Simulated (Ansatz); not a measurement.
Input:

```
CELL_PARAMETERS angstrom
      0.00000     3.27150     3.27150
      3.27150     0.00000     3.27150
      3.27150     3.27150     0.00000
ATOMIC_POSITIONS crystal
  S  0.75000 0.75000 0.75000
  Pb 0.00000 0.00000 0.00000
```

A single point on hypothetical zinc blende PbS, its geometry relaxed with PBEsol.

All numbers come from PBEsol (Ansatz, a quantum-chemistry and plane-wave program, PAW, noncollinear with spin-orbit coupling). k-mesh 9×9×9 (Γ-centred); smearing 0.05 eV (Fermi–Dirac).

Question: Predict the width of the top valence band, smallest direct gap and electron mass.

Answer: The width of the top valence band is 2.02 eV and the smallest direct gap is 1.04 eV. The electron mass comes out as 2.1 mₑ along k, 0.38 mₑ across (at X).

Single points use the geometry relaxed with PBEsol. Effective masses come from finite differences of ±0.01 Å⁻¹. Along k means along the line from Γ to the band edge. No phonon test of stability was made. The cell is PbS in the zinc blende structure (space group F-43m, No. 216; a hypothetical phase, not in the database extracts checked).
